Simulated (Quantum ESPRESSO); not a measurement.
Troubleshooting Quantum ESPRESSO: a failed run on ZnSe (F-43m, 2 atoms in the cell). The aim is a self-consistent single point with DFT, LDA (PZ), plane waves, GBRV 1.5 ultrasoft (LDA) pseudopotentials.

This input was run:

```fortran
&CONTROL
   calculation = 'scf',
   prefix = 'scf',
   outdir = './work',
   pseudo_dir = './',
   tprnfor = .true.,
   tstress = .true.,
/
&SYSTEM
   ibrav = 0,
   nat = 2,
   ntyp = 2,
   ecutwfc = 50,
   ecutrho = 250,
   occupations = 'smearing',
   smearing = 'gauss',
   degauss = 0.00147,
/
&ELECTRONS
   conv_thr = 1.0d-9,
/
ATOMIC_SPECIES
Zn    65.3800  zn_lda_v1.uspp.F.UPF
Se    78.9710  se_lda_v1.uspp.F.UPF
ATOMIC_POSITIONS {crystal}
Zn    0.0000000000    0.0000000000    0.0000000000
Se    0.7500000000    0.7500000000    0.7500000000
K_POINTS {automatic}
10 10 10
CELL_PARAMETERS {angstrom}
   0.0000000000     2.8636020000     2.8636020000
   2.8636020000     0.0000000000     2.8636020000
   2.8636020000     2.8636020000     0.0000000000
```

The program printed (abridged):

```
     This program is part of the open-source Quantum ESPRESSO suite
     for quantum simulation of materials; please cite

 %%%%%%%%%%%%%%%%%%%%%%%%%%%%%%%%%%%%%%%%%%%%%%%%%%%%%%%%%%%%%%%%%%%%%%%%%%%%%%
     Error in routine card_kpoints (1):
      end of file while reading automatic k points
 %%%%%%%%%%%%%%%%%%%%%%%%%%%%%%%%%%%%%%%%%%%%%%%%%%%%%%%%%%%%%%%%%%%%%%%%%%%%%%

     stopping ...
```

### Question
From the messages shown, name the fault and mend the input.

### Answer
The fault is an automatic mesh without its three shifts. The card takes six integers. To fix it, add the shifts. The program stopped before any SCF iteration.

An input that runs soundly differs in these lines (not the only fix; some lines may just follow from the change or write a value another way):
```diff
-10 10 10
+10 10 10  0 0 0
```

With that input, the run converged in 8 iterations: free energy E − TS -6864.3829 eV; top of the valence band (on the code's own zero) 5.62 eV; gap on the k-point mesh 0.90 eV; pressure -5.15 GPa (DFT, LDA (PZ), plane waves, GBRV 1.5 ultrasoft (LDA) pseudopotentials).

On the sound input: the starting cell comes from a database of computed structures (which also holds hypothetical and non-ambient phases and stackings), without a prior relaxation at this level. Its lattice was rescaled by a random factor within 2.5 % of one. With a pressure of about -5 GPa the cell is away from its equilibrium volume at this level.
